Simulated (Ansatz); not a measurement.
The starting structures come from a database of crystals and need not be the phases stable at ambient conditions.

By PBEsol, the system below comes out a metal.

Crystal: SiNi$_{2}$ (P6_3/mmc, not sure to be the ambient phase, 6 atoms a cell, 10.6 Å³ an atom); planes in its conventional cell.

These are PBEsol (plane waves, PAW; Ansatz, an electronic-structure program) values and carry that method's errors.

G/A = (e²/h) × open channels of both spins per area, as a mean over 0.1 eV about the Fermi level, without spin-orbit coupling, for the cells as given.

```
plane  area (Å²)  G/A (10¹⁵ S/m²)
-----  ---------  ---------------
(001)       13.0             0.84
(100)       19.0                ?
(110)       33.0                ?
```

### Question
Fill in the missing entries.

### Answer

- (100), G/A (10¹⁵ S/m²): 1.0
- (110), G/A (10¹⁵ S/m²): 0.98
